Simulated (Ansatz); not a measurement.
Worked example: self-consistent single point of Sc₂Co (I4/mcm, 6 atoms in the cell) in Ansatz (a quantum-chemistry and plane-wave program).

Method of the run: PBEsol, PAW files made with PBE (plane waves; Ansatz).

The change in words: lattice scaled by 0.98. Reference geometry:
```
Sc2Co
1.0
   -3.15008     3.15008     2.82160
    3.15008    -3.15008     2.82160
    3.15008     3.15008    -2.82160
Sc Co
4 2
Direct
  0.32159   0.82159   0.14318
  0.67841   0.17841   0.85682
  0.82159   0.67841   0.50000
  0.17841   0.32159   0.50000
  0.75000   0.75000   0.00000
  0.25000   0.25000   0.00000
```

Reference input (self-consistent single point, DFT, PBEsol, plane waves, PAW files made with PBE): kpoints.mp_grid.grid = 5 5 5; hamiltonian.xc = pbesol; hamiltonian.pseudopotentials = {kind: paw} (an earlier, softer set of the program's PAW files); scf.occupations.method = fermi_dirac; scf.occupations.width = 0.05 eV. This run's input differs from it in these lines:

Ansatz 0.2 input:
```diff
@@ -2,12 +2,12 @@
   lattice:
-    - [-3.15007600, 3.15007600, 2.82160300]
-    - [3.15007600, -3.15007600, 2.82160300]
-    - [3.15007600, 3.15007600, -2.82160300]
+    - [-3.08707400, 3.08707400, 2.76517100]
+    - [3.08707400, -3.08707400, 2.76517100]
+    - [3.08707400, 3.08707400, -2.76517100]
   atoms:
-    - { symbol: Sc, position_ang: [2.02606588, -1.12401012, 2.82160300] }
-    - { symbol: Sc, position_ang: [1.12401012, 4.27408612, 0.00000000] }
-    - { symbol: Sc, position_ang: [1.12401012, 2.02606588, 2.82160300] }
-    - { symbol: Sc, position_ang: [2.02606588, 1.12401012, 0.00000000] }
-    - { symbol: Co, position_ang: [0.00000000, -0.00000000, 4.23240450] }
-    - { symbol: Co, position_ang: [0.00000000, 0.00000000, 1.41080150] }
+    - { symbol: Sc, position_ang: [1.98554426, -1.10152974, 2.76517100] }
+    - { symbol: Sc, position_ang: [1.10152974, 4.18860374, -0.00000000] }
+    - { symbol: Sc, position_ang: [1.10152974, 1.98554426, 2.76517100] }
+    - { symbol: Sc, position_ang: [1.98554426, 1.10152974, 0.00000000] }
+    - { symbol: Co, position_ang: [-0.00000000, 0.00000000, 4.14775650] }
+    - { symbol: Co, position_ang: [0.00000000, 0.00000000, 1.38258550] }
 kpoints:
```

Log, with long lists cut:

```
SCF iter   1: F=—  HF=-18633.870137 eV  |F-HF|=—  |Δ(HF+E_count)|=         —  Δρ=9.06e-2  dr2=6.08e0  ethr=3.10e-3  ⟨swp⟩=5.3  Hψ=2854  notcnv=0
all-band conjugate gradients solve this SCF's bands
preconditioner: auto → Kerker (q_TF=auto, 2.595 Å⁻¹)
SCF iter   2: F=—  HF=-18633.160766 eV  |F-HF|=—  |Δ(HF+E_count)|=   7.09e-1  Δρ=1.93e-2  dr2=5.62e-1  ethr=3.10e-3  ⟨swp⟩=2.0  Hψ=1365  notcnv=0  defer=1
   [... lines left out ...]
SCF iter   6: F=—  HF=-18633.049497 eV  |F-HF|=—  |Δ(HF+E_count)|=   5.50e-4  Δρ=2.25e-4  dr2=5.56e-5  ethr=2.91e-6  ⟨swp⟩=2.0  Hψ=1111  notcnv=0  defer=1
SCF iter   7: F=—  HF=-18633.049490 eV  |F-HF|=—  |Δ(HF+E_count)|=   7.02e-6  Δρ=4.71e-5  dr2=2.50e-6  ethr=7.13e-8  ⟨swp⟩=2.1  Hψ=1054  notcnv=0  defer=1
SCF iter   8: F=—  HF=-18633.049489 eV  |F-HF|=—  |Δ(HF+E_count)|=   4.79e-7  Δρ=1.28e-5  dr2=2.37e-7  ethr=3.20e-9  ⟨swp⟩=2.0  Hψ=1109  notcnv=0  defer=1
SCF iter   9: F=-18633.049489 eV  HF=-18633.049489 eV  |F-HF|=5.32e-9  |Δ(HF+E_count)|=   5.47e-8  Δρ=3.13e-6  dr2=1.29e-8  ethr=1.28e-10  ⟨swp⟩=5.1  Hψ=2854  notcnv=0
SCF 1 converged in 9 iterations: F = -18633.049489 eV  dr2 = 1.29e-8
Free energy (F): -18633.049489 eV
Internal energy: -18632.988563 eV  (E = F + TS)
E sigma→0 (E₀):  -18633.019026 eV
Entropy (-TS):   -0.060926 eV (-10.154 meV/atom)
Fermi energy:    12.551491 eV
--- Forces (eV/Å), atoms counted from 1 ---
  atom   1  Sc     0.03486941     0.03486941    -0.00000000
  atom   2  Sc    -0.03486941    -0.03486941     0.00000000
  atom   3  Sc    -0.03486941     0.03486941    -0.00000000
  atom   4  Sc     0.03486941    -0.03486941    -0.00000000
  atom   5  Co    -0.00000000     0.00000000     0.00000000
  atom   6  Co    -0.00000000     0.00000000     0.00000000
--- Stress (GPa, compression-positive) ---
        1.646703       0.000000       0.000000
        0.000000       1.646703       0.000000
        0.000000      -0.000000       1.391767
  P = ⅓ Tr σ = 1.5617 GPa (15.617 kbar)
  The stress holds the Pulay correction. Without it, at fixed plane waves, as pw.x and ABINIT print it: P = 1.5393 GPa
```

The run converged in 9 iterations. Against the reference run the free energy drops by 9.1 meV/atom, the pressure goes from -3.96 to 1.56 GPa and the largest force goes from 0.059 to 0.049 eV/Å.

The starting cell comes from a database of computed structures (which also holds hypothetical and non-ambient phases and stackings), without a prior relaxation at this level. Its lattice was rescaled by a random factor within 2.5 % of one. For this run, on top of that: lattice scaled by 0.98. Spin polarisation is off. Ansatz's pressure includes its estimate of the finite-basis (Pulay) stress.
